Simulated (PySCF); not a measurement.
PySCF 2.14.0, R2SCAN/def2-svp, df: V(O)(Cl)2(OMe) (C[O][V](=[O])([Cl])[Cl]), 9 atoms. The geometry is a generated start, not checked to be a minimum at this level.

```
Property                      Result
-------------------  ---------------
task                          energy
method                        r2scan
basis                       def2-svp
two-electron scheme  density fitting
mol.max_memory               3000 MB
mf.max_cycle                     100
mf.init_guess        minao (default)
mf.DIIS              CDIIS (default)
mf.diis_space            8 (default)
mf.conv_tol          1e-09 (default)
mf.grids.level           3 (default)
basis functions                  124
grid points                   130376
```

```xyz
9

V      0.4993     0.5506     1.1369
O      1.9865     0.2711     1.2742
Cl    -0.3751    -0.1504     2.8314
Cl     0.2826     2.5693     1.2030
O     -0.2119    -0.0446    -0.1524
C     -0.4888    -0.6721    -1.3322
H     -0.7901     0.0707    -2.0840
H      0.4059    -1.2027    -1.6881
H     -1.3083    -1.3919    -1.1888
```

Charge 0 and multiplicity 1 are set for this test and not shown to be the ground state.

One run each on 2 threads, 1 BLAS thread. Values of level_shift (Hartree) tried: 0 (default), 0.1, 0.3, 1.

Q: How does the count of Fock builds change with level_shift (Hartree), and where is it least?

A: Fewest Fock builds, within one of each other: 0 (default) with 16, 0.1 with 15. The count rises to 53 at 1. All converge to one solution.

| level_shift (Hartree) | Fock builds | end |
|---|---|---|
| 0 (default) | 16 | same solution |
| 0.1 | 15 | same solution |
| 0.3 | 23 | same solution |
| 1 | 53 | same solution |
